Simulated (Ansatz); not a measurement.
**rocksalt MgSe (Fm-3m) under uniaxial stress along [110]**

Cell and atoms are relaxed with r2SCAN to each stress (compression positive); bands and masses by r2SCAN with spin-orbit coupling, rigid bands (plane waves, PAW; Ansatz, a program for electronic structure). Strains are changes of length against the unloaded cell.

```xyz
2
Lattice="0.0000 2.7361 2.7361 2.7361 0.0000 2.7361 2.7361 2.7361 0.0000" Properties=species:S:1:pos:R:3 pbc="T T T"
Mg     0.0000     0.0000     0.0000
Se     2.7361     2.7361     2.7361
```

```tsv
stress (GPa)	strain [110] (%)	strain [1−10] (%)	strain [00−1] (%)	gap (eV)	mean mₑ*
-2.00	1.85	-0.30	-0.46	2.195	0.31
-1.00	0.90	-0.16	-0.22	2.278	0.31
0	0	0	0	2.344	0.31
1.00	-0.85	0.16	0.20	2.312	0.31
2.00	-1.66	0.32	0.39	2.278	0.31
```

[110] is the direction of the load. Masses are conductivity masses at 300 K in electron masses, harmonic means over x, y and z.

### Question
From the two loads next to zero, find the Young modulus and the ratio of transverse to axial strain, taking [1−10].

### Answer
Between -1.00 and 1.00 GPa the strain along [110] changes by -1.75 % and that along [1−10] by 0.32 %. The modulus is 2.00/0.0175 = 114 GPa and the ratio of the strains 0.18 (r2SCAN, atoms relaxed).

### Question
How fast does the gap move on either side of zero load?

### Answer
Under tension, (2.278 − 2.344) eV over -1.00 GPa = 66 meV/GPa, or about -7.3 eV per unit strain; under compression, (2.278 − 2.344) eV over 2.00 GPa = -33 meV/GPa, or about 4.0 eV per unit strain. The two slopes part by 99 meV/GPa; gaps are resolved to about 0.01 eV, which allows 15 meV/GPa, so they differ, even in sign: the gap has a turning point near zero load.

Masses are those of dilute carriers in rigid bands with one relaxation time, without polarons. Third decimals of gaps are kept for the arithmetic. Every relaxation keeps the rocksalt phase (space group Immm under this load), so a transition, a distortion that breaks the symmetry or fracture can't show.
